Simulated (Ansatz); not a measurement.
## Competing hops of interstitial Si in beta Ga2O3, charge state +4

Consider interstitial Si in beta Ga2O3, charge state +4. Method: PBE, PAW (plane waves to 420 eV; Ansatz, a first-principles code).

Cell of 120 host sites held at the relaxed PBE lattice; the Γ point alone; Fermi-Dirac width 0.01 eV, spin-restricted; finite-size errors left in. Energies are static. The charge state is imposed; whether it is stable for some Fermi level was not computed. Sites that were not tried may lie lower.

Barriers: single points on a 2×2×2 k-point mesh shifted by half a step at the bands' geometries (they differ from the bands' own by up to 0.06 eV, and are uncertain by about as much).

```csv
Route,Start site over the lowest site run (eV),Hop (Å),Forward barrier (eV),Backward barrier (eV),Neighbours at the start,Neighbours at the saddle,Saddle order,"Forward, on the band's own sampling (eV)"
"a concerted move, in which Si travels most",0.00,1.22,1.58,0.51,"O at 1.63, 2 O at 1.66, O at 1.69 Å","O at 1.65, O at 1.68, O at 1.71, O at 1.77 Å",not checked,1.57
"a concerted move, in which Ga travels most",1.07,1.15,0.60,0.60,"O at 1.80, O at 1.85, O at 1.88, O at 1.92 Å","O at 1.76, O at 1.83, 2 O at 1.93 Å",not checked,0.66
```

Paths come from climbing-image nudged elastic band runs. Of the routes that converged and passed our checks, the lowest saddle point lies 1.58 eV above the lowest of the sites run (a concerted move, in which Si travels most); other sites, such as split forms, and other routes may lie lower. 

The whole set of runs took around 6 core-hours (rough).
